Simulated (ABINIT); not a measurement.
A short convergence ladder for Hf2Hg (I4mm, 3 atoms in the cell)

```
CELL_PARAMETERS angstrom
     -1.66004     1.66004     5.78415
      1.66004    -1.66004     5.78415
      1.66004     1.66004    -5.78415
ATOMIC_POSITIONS crystal
  Hf 0.67005 0.67005 0.00000
  Hf 0.33427 0.33427 0.00000
  Hg 0.00000 0.00000 0.00000
```

Base method: PBEsol, norm-conserving pseudopotentials (PseudoDojo nc-sr-04 PBEsol standard) (plane waves; ABINIT).

Base settings: pseudos = [Hf.upf, Hg.upf]; ecut = 898 eV; occopt = 3; tsmear = 0.00367493 Ha; ngkpt = 5 5 5; nshiftk = 1; shiftk = 0 0 0; potentials = PseudoDojo nc-sr-04 PBEsol standard; nband = 29; kptopt = 1.

The count of work is k-points × plane waves × bands × iterations; it is no time. 

**The plane-wave cutoff**

The second cell is the first with its lattice scaled by 0.98.

The mesh stays at the base's, so the ladder's end is converged at best in this setting alone.

Only quantities that move along the ladder and can be compared are tabulated.

```csv
ecut,free energy less the last step's (meV/atom),energy of the compressed cell less the first (meV/atom),pressure (GPa),largest difference of a force vector from the last step's (eV/Å),count of work / last
327 eV,9908.45,58.37,-219.14,0.243,0.17
408 eV,3294.73,34.74,-96.06,0.064,0.23
898 eV,0.45,22.37,-1.04,0.000,0.82
1088 eV,0.00,22.37,-1.02,0.000,1.0
```

Coarsest ecut that holds the free energy within 5 meV/atom of the last step, with all finer ones: 898 eV; the step before is off by 3300 meV/atom.

Coarsest ecut that holds the forces within 0.02 eV/Å of the last step, with all finer ones: 898 eV; the step before is off by 0.064 eV/Å.

Coarsest ecut that holds the energy of the compressed cell less the first within 1 meV/atom of the last step, with all finer ones: 898 eV; the step before is off by 12 meV/atom.

At the lowest cutoff the pressure lies 218 GPa under the last step's, the usual sign of Pulay stress in an incomplete plane-wave basis.

On the base run: the starting cell comes from a database of computed structures (which also holds hypothetical and non-ambient phases and stackings), without a prior relaxation at this level. Its lattice was rescaled by up to half a per cent. One atom was moved a little off its site on purpose. Without a gap this mesh is coarse (it stands for a supercell whose shortest vector is 17 Å).
